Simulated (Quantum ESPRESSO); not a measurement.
Quantum ESPRESSO is run on Zr3ZnN (Cmcm, 10 atoms in the cell), and the run fails. The aim is a self-consistent single point with DFT, LDA (PZ), plane waves, PSlibrary PAW (LDA) pseudopotentials.

Cell that was meant: a = 5.9823 Å, b = 5.9823 Å, c = 8.8891 Å, α = 90.00°, β = 90.00°, γ = 147.44°.

Part of the input:

```fortran
N     0.0000000000    0.0000000000    8.3989633499
N     0.0000000000    0.0000000000    0.0000000000
K_POINTS {automatic}
8 8 2
CELL_PARAMETERS {angstrom}
   1.6771850000    -5.7423500000     0.0000000000
   1.6771850000     5.7423500000     0.0000000000
```

Log, with long lists cut:

```
     This program is part of the open-source Quantum ESPRESSO suite
     for quantum simulation of materials; please cite

 %%%%%%%%%%%%%%%%%%%%%%%%%%%%%%%%%%%%%%%%%%%%%%%%%%%%%%%%%%%%%%%%%%%%%%%%%%%%%%
     Error in routine card_kpoints (1):
      end of file while reading automatic k points
 %%%%%%%%%%%%%%%%%%%%%%%%%%%%%%%%%%%%%%%%%%%%%%%%%%%%%%%%%%%%%%%%%%%%%%%%%%%%%%

     stopping ...
```

### Question
Read the log: what does the program object to, and what is the fix?

### Answer
The fault is an automatic mesh without its three shifts. The card takes six integers. To fix it, add the shifts. The program stopped before any SCF iteration.

The sound input it was made from differs as follows (other fixes are possible):
```diff
-8 8 2
+8 8 2  0 0 0
```

With that input, the run converged in 16 iterations: free energy E − TS -31674.7074 eV; Fermi level (on the code's own zero) 13.92 eV; pressure -8.22 GPa; largest force (vector length) 0.291 eV/Å (DFT, LDA (PZ), plane waves, PSlibrary PAW (LDA) pseudopotentials).

On the sound input: the starting cell comes from a database of computed structures (which also holds hypothetical and non-ambient phases and stackings), without a prior relaxation at this level. With a pressure of about -8 GPa the cell is away from its equilibrium volume at this level. Without a gap this mesh is coarse (it stands for a supercell whose shortest vector is 18 Å).
